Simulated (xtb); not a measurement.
xtb 6.7.1, GFN2-xTB: Mo(O)(NMe)(OMe)(NH2) (C[N]=[Mo]([NH2])(=[O])[O]C), 15 atoms. The geometry is a generated start, not checked to be a minimum at this level.

```
Property                  Result
-----------------  -------------
run flags                 --grad
method                  GFN2-xTB
--acc                1 (default)
--etemp (K)        300 (default)
basis functions               42
valence electrons             44
```

```xyz
15

Mo    -0.1794     0.7151     0.5540
O      0.3450     2.1909     1.0765
N     -0.2186     0.5410    -1.1784
C     -0.0518     0.7096    -2.5757
H     -1.0059     0.9718    -3.0441
H      0.6631     1.5162    -2.7863
H      0.3120    -0.2134    -3.0439
O      0.6870    -0.6555     1.2782
C      1.5222    -1.7287     1.5367
H      0.9498    -2.5441     2.0039
H      1.9621    -2.0964     0.5960
H      2.3324    -1.4286     2.2181
N     -2.0506     0.6175     1.0377
H     -2.4303     1.1042     1.8534
H     -2.8370     0.3004     0.4740
```

Charge 0 and multiplicity 1 are set for this test and not shown to be the ground state.

One run each on 1 thread. Values of broydamp tried: 0.02, 0.05, 0.1, 0.2, 0.4 (default), 0.6, 0.8, 1.

**Question.** Which value of broydamp needs the fewest SCC iterations, and what happens away from it?

**Answer.** Fewest SCC iterations, within one of each other: 0.1 with 18, 0.2 with 17, 0.4 (default) with 18, 0.8 with 18. The count rises to 26 at 0.02. All converge to one solution.

```tsv
broydamp	SCC iterations	end
0.02	26	same solution
0.05	22	same solution
0.1	18	same solution
0.2	17	same solution
0.4 (default)	18	same solution
0.6	19	same solution
0.8	18	same solution
1	19	same solution
```
